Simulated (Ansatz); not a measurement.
CaC₂ (C2/m, No. 12; structure not from a measured cell): band gap by level of theory

No measured value is used here.

```csv
level (code),value (eV),cell (Å³/atom)
LDA (Ansatz),1.95,15.01
PBEsol (Ansatz),2.06,15.64
r²SCAN (Ansatz),2.63,16.15
r²SCAN-D4 (Ansatz),2.60,16.01
r²SCAN+rVV10 (Ansatz),2.56,15.95
HSE06 (Ansatz),3.59,16.15
PBE0 (Ansatz),4.32,16.15
```

Computed values are for a static lattice.  LDA, PBEsol, r²SCAN, r²SCAN-D4, r²SCAN+rVV10, HSE06, PBE0: the gap is read on the k mesh or supercell of the run alone and can be too large. LDA, PBEsol, r²SCAN, r²SCAN-D4, r²SCAN+rVV10: the relaxation could not lower the start's symmetry, so the cell can be a saddle point above a distorted one. Values are at the level's own equilibrium cell; HSE06 at the r²SCAN cell; PBE0 at the r²SCAN cell. K meshes differ between the levels. Ansatz's density-functional and Hartree–Fock values are scalar-relativistic unless marked +SOC, with PAW data made under PBE.

Ansatz is a quantum-chemistry and plane-wave program.
